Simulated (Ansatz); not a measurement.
Consider the energy change on adding O to slab B from O2 (gas). Reaction: cell B + 1/2 O2 (gas) → cell A. Negative: the products are lower in energy.

Cell A: a slab of TiAl (P4/mmm) cut along (101), 10 atoms, rectangular cell of 2.82 × 4.96 Å (14.0 Å²), symmetry Pm, 8.1 Å thick under 16 Å of vacuum, in-plane vectors held at the crystal's; planes from bottom to top: TiAl × 4 | O2, its two faces unlike (dipole correction applied); added, foreign or displaced atoms, above the top plane: O bound to 1 Al at 1.86 Å and 2 Ti at 1.88 Å; O bound to 2 Al at 1.82 Å and 1 Ti at 1.88 Å; against B it holds O more, on a cell with two atoms a plane; spin state with PBE: run without spin, k-point mesh 16×9×1.
```
CELL_PARAMETERS angstrom
      2.82370     0.00000     0.00000
      0.00000     4.95814     0.00000
      0.00000     0.00000    23.99210
ATOMIC_POSITIONS crystal
  Ti 0.50000 0.20341 0.33680
  Al 0.00000 0.70178 0.33113
  Ti 0.50000 0.88797 0.43103
  Al 0.00000 0.38610 0.42957
  Ti 0.50000 0.55639 0.52493
  Al 0.00000 0.05849 0.52870
  Ti 0.50000 0.23256 0.62866
  Al 0.00000 0.71691 0.62511
  O  0.00000 0.40081 0.66678
  O  0.50000 0.88184 0.65884
```

Cell B: a slab of TiAl (P4/mmm) cut along (101), 9 atoms, rectangular cell of 2.82 × 4.96 Å (14.0 Å²), symmetry Pm, 8.1 Å thick under 16 Å of vacuum, in-plane vectors held at the crystal's; planes from bottom to top: TiAl × 4 | O, its two faces unlike (dipole correction applied); added, foreign or displaced atoms, above the top plane: O bound to 1 Al at 1.90 Å and 2 Ti at 1.91 Å; spin state with PBE: run without spin, k-point mesh 16×9×1.
```yaml
crystal:
  lattice:
    - [2.82370, 0.00000, 0.00000]
    - [0.00000, 4.95814, 0.00000]
    - [0.00000, 0.00000, 23.99210]
  atoms:
    - { symbol: Ti, position: [0.50000, 0.19580, 0.33622] }
    - { symbol: Al, position: [0.00000, 0.69288, 0.33007] }
    - { symbol: Ti, position: [0.50000, 0.87759, 0.42999] }
    - { symbol: Al, position: [0.00000, 0.37593, 0.42917] }
    - { symbol: Ti, position: [0.50000, 0.54777, 0.52539] }
    - { symbol: Al, position: [0.00000, 0.04915, 0.52726] }
    - { symbol: Ti, position: [0.50000, 0.23832, 0.62795] }
    - { symbol: Al, position: [0.00000, 0.73423, 0.62223] }
    - { symbol: O, position: [0.00000, 0.41821, 0.66672] }
```

Reference: an isolated O2 molecule (triplet) in a box of 11 × 11 × 13 Å.

All numbers come from Ansatz (an electronic-structure program), plane waves with PAW, its default PAW set, cutoff 420 eV, 500 eV for r2SCAN. The structures are at rest with PBE, within the held lattices; other levels are single points on them. Neutral cells; Fermi-Dirac smearing of at most 0.10 eV in the solids, energies taken to zero width. The lattices are those relaxed with PBE, so at other levels the solids can be strained, which adds to the spread. A dispersion term (D3(BJ), or D4 for r2SCAN) was computed beside these levels and is taken off wherever the name lacks it. No zero-point or thermal terms. Cells are local rest points, mostly with their start's symmetry. Values are for these cell sizes. Cell A has symmetry Pm and got no random move, so less symmetric positions, which may lie lower, weren't tried. Cell B has symmetry Pm and got no random move, so less symmetric positions, which may lie lower, weren't tried.

Estimate the value that PBE returns for this input.

-4.02 eV, for cell B + 1/2 O2 (gas) → cell A.

List the value at the remaining levels and say how far they part.


```csv
Level,value (eV),less PBE
r2SCAN,-4.47,-0.45
```

The levels span 0.45 eV, from r2SCAN (-4.47) to PBE (-4.02).
